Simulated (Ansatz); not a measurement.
An Ansatz (a program for electronic structure) run: TlSe with a change (pressure 3 GPa); plane-wave PAW DFT at the PBEsol level (Ansatz, 420 eV), spin-orbit coupling left out.

Input:

Ansatz 0.2 input:
```yaml
crystal:
  lattice:
    - [-3.893070434, 3.893070434, 3.4535000512]
    - [3.893070434, -3.893070434, 3.4535000512]
    - [3.893070434, 3.893070434, -3.4535000512]
  atoms:
    - { symbol: Tl, position: [0.75, 0.75, 0] }
    - { symbol: Tl, position: [0.25, 0.25, 0] }
    - { symbol: Tl, position: [0.75, 0.25, 0.5] }
    - { symbol: Tl, position: [0.25, 0.75, 0.5] }
    - { symbol: Se, position: [0.1876591258, 0.6876591258, 0.8753182515] }
    - { symbol: Se, position: [0.8123408742, 0.3123408742, 0.1246817485] }
    - { symbol: Se, position: [0.6876591258, 0.8123408742, 0.5] }
    - { symbol: Se, position: [0.3123408742, 0.1876591258, 0.5] }
basis: { ecutwfc: 420, ecutrho_ratio: 4, xc_grid: 2, fft_grid_basis: typed }
kpoints: { mp_grid: { grid: [9, 9, 9] } }
hamiltonian:
  xc: pbesol
  dispersion: none
  pseudopotentials: { kind: paw }
scf: { occupations: { method: fermi_dirac, width: 0.05 } }
relax: { f_tol: 0.01, max_steps: 60, cell: { stress_tol: 0.02, p_target: 3.0 } }
output: { forces: true, stress: true }
checkpoint: { write: state.ck, write_every: 1000 }
```

Output (explanatory and most iteration lines left out):

```
Relaxation: its limit of steps is 60 (relax.max_steps)
Pseudopotential: Tl, paw, valence charge 13
Pseudopotential: Se, paw, valence charge 16
Crystal: 8 atoms, lattice volume = 209.365 Å³
Basis set: ecut = 420 eV, 4119 PW (Γ), exchange–correlation on 90×90×90 points (8 copies of the dense FFT grid, shifted against one another)
Bands: 70, of which v1, the nominal top of the filled ones, is band 58 counted from 1 (57 counted from 0)
Symmetry: 16 space group operations
Space group: I4/mcm (ITA 140), of the structure as read, at distance tolerance 5.9e-5 Å
k-points: 75 of 729
Functional: x = pbesol(κ = 0.804, μ = 0.12345679012345678), c = pbesol(β = 0.046)
SCF iter   1: F=—  HF=-66881.482523 eV  |F-HF|=—  |Δ(HF+E_count)|=         —  Δρ=3.33e-3  dr2=3.25e-2  ethr=1.77e-3  ⟨swp⟩=6.0  Hψ=20526  notcnv=0  defer=7
SCF iter   2: F=—  HF=-66881.473555 eV  |F-HF|=—  |Δ(HF+E_count)|=   8.97e-3  Δρ=1.72e-3  dr2=9.23e-3  ethr=2.80e-5  ⟨swp⟩=2.0  Hψ=10433  notcnv=0  defer=122
SCF 1 converged in 7 iterations: F = -66881.471218 eV  dr2 = 4.54e-8
relax step   1: F+E_penalty+E_count = -66881.47121836 eV  Δ(F+E_penalty+E_count) = +0.000e0 eV  max|allowed force component| = 5.024e-4 eV/Å  Δτ_max = 0.0000 Å  P = +1.497 GPa  Ω = 209.365 Å³  (7 SCF iters, dr2 threshold 1.00e-7 eV, accepted)
[... steps on the carried basis left out ...]
relax step   6: F+E_penalty+E_count = -66881.35891894 eV  Δ(F+E_penalty+E_count) = +1.777e-3 eV  max|allowed force component| = 5.774e-4 eV/Å  Δτ_max = 0.0000 Å  P = +2.994 GPa  Ω = 201.250 Å³  stress off target by 8.79e-3 GPa  SCF on the basis re-selected at this cell (its energy is not comparable with the rows above)  (6 SCF iters)
SCF converged after 6 iterations
Free energy (F): -66881.358919 eV
Internal energy: -66881.349636 eV  (E = F + TS)
E sigma→0 (E₀):  -66881.354277 eV
Entropy (-TS):   -0.009283 eV (-1.160 meV/atom)
Fermi energy:    9.884128 eV
--- Forces (eV/Å), atoms counted from 1 ---
  atom   1  Tl     0.00000000     0.00000000     0.00000000
  atom   2  Tl     0.00000000     0.00000000     0.00000000
  atom   3  Tl    -0.00000000     0.00000000     0.00000000
  atom   4  Tl     0.00000000     0.00000000     0.00000000
  atom   5  Se    -0.00057743    -0.00057743     0.00000000
  atom   6  Se     0.00057743     0.00057743     0.00000000
  atom   7  Se     0.00057743    -0.00057743     0.00000000
  atom   8  Se    -0.00057743     0.00057743    -0.00000000
--- Stress (GPa, compression-positive) ---
        2.991212      -0.000000       0.000000
       -0.000000       2.991212      -0.000000
        0.000000       0.000000       2.998766
  P = ⅓ Tr σ = 2.9937 GPa (29.937 kbar)
--- Relaxed structure (5 steps of the walk, 5 accepted, 1 SCFs on fresh bases) ---
  cell:  # Å, volume = 201.2500 Å³
    - [-3.830232682738496, 3.830232682738496, 3.429459088249785]
    - [3.830232682738496, -3.830232682738496, 3.429459088249785]
    - [3.830232682738496, 3.830232682738496, -3.429459088249785]
  atoms:
    - { symbol: Tl, position: [0.7499999999999999, 0.7499999999999999, 2.506458518487093e-19] }
    - { symbol: Tl, position: [0.24999999999999997, 0.24999999999999997, 2.5064585184870923e-19] }
    - { symbol: Tl, position: [0.7499999999999999, 0.24999999999999997, 0.49999999999999994] }
    - { symbol: Tl, position: [0.24999999999999997, 0.7499999999999999, 0.49999999999999994] }
    - { symbol: Se, position: [0.19128847838517907, 0.691288478385179, 0.8825769567703581] }
    - { symbol: Se, position: [0.8087115216148208, 0.30871152161482085, 0.11742304322964187] }
    - { symbol: Se, position: [0.691288478385179, 0.808711521614821, 0.5] }
    - { symbol: Se, position: [0.30871152161482096, 0.19128847838517907, 0.5] }
```

Load acts through the strain it causes; cell and atoms are relaxed under it. Stability against distortions was not tested. The final runs are not spin-polarised. The cell was made from TlSe (space group I4/mcm, No. 140) by this change: pressure 3 GPa.
